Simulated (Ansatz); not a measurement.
Co2Si (model structure, started from the Cu2Sb type, P4/nmm, No. 129, 6 atoms in the cell), treated with LDA (plane waves, PAW; Ansatz, an electronic-structure program).

Run with plane-wave cutoff 520 eV, 16×16×10 k mesh (along the axes of the cell as run), Fermi–Dirac smearing 0.05 eV, spin-polarised with parallel moments, scalar-relativistic PAW data made under PBE.

Cell (relaxed at this level):

```
Co2Si
1.0
    3.37092     0.00000     0.00000
    0.00000     3.37092     0.00000
    0.00000     0.00000     5.63195
Co Si
4 2
Direct
  0.00000   0.00000   0.00000
  0.50000   0.50000   0.00000
  0.50000   0.00000   0.34330
  0.00000   0.50000   0.65670
  0.50000   0.00000   0.73276
  0.00000   0.50000   0.26724
```
Starting moments (μB, in the order of the record's atoms Co Co Co Co Si Si): 3.0 3.0 3.0 3.0 0.0 0.0.

### Question
Give the computed bulk modulus B0.

### Answer

- bulk modulus B0: 229 GPa

The run finds no gap.

Note: the magnetic order was assumed, not searched for or taken from measurement; the bulk modulus is −V dP/dV from two relaxed cells at ±2 % in volume; the moments ended far under their starting size, a low-moment state that need not be the lowest; the relaxation could raise the start's symmetry but not lower it, so the cell can be a saddle point.

The result took very roughly 28 core-minutes.

A model structure was made by putting elements into a prototype or built by hand; it is no filed structure, need not be a known phase, and can be a saddle point held by its symmetry.
